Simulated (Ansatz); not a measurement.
Results of LDA (plane waves, PAW; Ansatz, a quantum-chemistry and plane-wave program) for Si (R-3, No. 148, 8 atoms in the cell; start mp-571520; another form than the element's usual one).

Settings: plane-wave cutoff 520 eV, 12×12×12 k mesh, Fermi–Dirac smearing 0.05 eV, scalar-relativistic PAW data made under PBE.

Cell (relaxed at this level):

```cif
data_Si24
_chemical_formula_sum 'Si24'
_space_group_name_H-M_alt 'R-3 :H'
_space_group_IT_number 148
_space_group_name_Hall '-R 3'
_cell_length_a 9.31748
_cell_length_b 9.31748
_cell_length_c 5.57717
_cell_angle_alpha 90.000
_cell_angle_beta 90.000
_cell_angle_gamma 120.000
loop_
_atom_site_label
_atom_site_type_symbol
_atom_site_symmetry_multiplicity
_atom_site_Wyckoff_symbol
_atom_site_fract_x
_atom_site_fract_y
_atom_site_fract_z
_atom_site_occupancy
Si1 Si 18 f 0.03520 0.26642 0.24332 1
Si2 Si 6 c 0.00000 0.00000 0.28442 1
```
(The calculation used a cell of 8 atoms; values per cell refer to that cell.)

Question: Give the computed bulk modulus.

Answer: 
- bulk modulus = 88.0 GPa

The run finds no gap.

Note: the bulk modulus is −V dP/dV from two relaxed cells at ±2 % in volume; the relaxation could not lower the start's symmetry, so the cell can be a saddle point above a distorted one.

The computed numbers hold no vibrational or temperature effects.

Computing time: about 10 core-minutes (a rough figure).

A start named mp-… is a Materials Project structure, which need not be a measured phase.
